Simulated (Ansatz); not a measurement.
Take ZnS in the wurtzite structure (space group P6_3mc, No. 186; a = 3.8453 Å, c = 6.3052 Å) as the base. Axes: x lies along a and z along c of the hexagonal cell.

The values are results of PBE, PAW, 420 eV (Ansatz, a quantum-chemistry and plane-wave program; no spin-orbit coupling), not measurements.

Strains are applied to the cell and any free atomic positions relax; under biaxial strain the out-of-plane vector relaxes too.

One change was made to it. Results:

| quantity | base | after |
|---|---|---|
| pressure (mean of the normal stresses, compression positive) | 0.0 kbar | -21.3 kbar |
| band gap | 2.08 eV | 1.92 eV |

**Question.** What was done to the base?
(A) biaxial strain +1.80 %, plane normal [001], relaxed out of plane
(B) biaxial strain +1.20 %, plane normal [001], relaxed out of plane
(C) biaxial strain +3.00 %, plane normal [001], relaxed out of plane
(D) biaxial strain +0.60 %, plane normal [001], relaxed out of plane
(E) biaxial strain +2.40 %, plane normal [001], relaxed out of plane

**Answer.** E, biaxial strain +2.40 %, plane normal [001], relaxed out of plane. For comparison, the band gap in the other runs: biaxial strain +1.20 %, plane normal [001], relaxed out of plane gives 2.04 eV; biaxial strain +3.00 %, plane normal [001], relaxed out of plane gives 1.86 eV; biaxial strain +0.60 %, plane normal [001], relaxed out of plane gives 2.06 eV; biaxial strain +1.80 %, plane normal [001], relaxed out of plane gives 1.98 eV.

Stability against distortions was not tested.
